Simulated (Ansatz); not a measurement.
**CdS: response to strain**

Consider CdS in the zinc blende structure (space group F-43m, No. 216).

```yaml
crystal:
  lattice:
    - [0.00000, 2.93884, 2.93884]
    - [2.93884, 0.00000, 2.93884]
    - [2.93884, 2.93884, 0.00000]
  atoms:
    - { symbol: Cd, position: [0.00000, 0.00000, 0.00000] }
    - { symbol: S, position: [0.25000, 0.25000, 0.25000] }
```

Strains are applied to the cell and any free atomic positions relax.

All numbers come from r2SCAN (Ansatz, an electronic-structure program), no spin-orbit coupling.

Candidates:
(a) isotropic strain −2.50 %
(b) isotropic strain −0.50 %
(c) isotropic strain −1.00 %
(d) isotropic strain −2.00 %

For the base:

```
Quantity                         Value
-----------------------------  -------
Width of the top valence band  2.16 eV
```

Question: Order them by width of the top valence band, highest first.

Answer: (a) isotropic strain −2.50 % (2.44 eV), (d) isotropic strain −2.00 % (2.38 eV), (c) isotropic strain −1.00 % (2.27 eV), (b) isotropic strain −0.50 % (2.22 eV)

The levels and masses belong to the bands next to the band gap. Stability against distortions was not tested.
